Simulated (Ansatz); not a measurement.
The starting structures come from a database of crystals and need not be the phases stable at ambient conditions.

By PBEsol, the system below comes out a metal.

Crystal: Mo2C (P-3m1, not sure to be the ambient phase, 3 atoms a cell, 12.5 Å³ an atom, -6 GPa at this level); planes in its conventional cell.

Computed with PBEsol (plane waves, PAW; Ansatz, a quantum-chemistry and plane-wave program).

G/A = (e²/h) × open channels of both spins per area, as a mean over 0.1 eV about the Fermi level, without spin-orbit coupling, for the cells as given.

| plane | area (Å²) | G/A (10¹⁵ S/m²) |
|---|---|---|
| (100) | 14.2 | 0.87 |
| (001) | 8.1 | ? |

Q: Fill in the missing entries.

A: 
- (001), G/A (10¹⁵ S/m²): 1.0
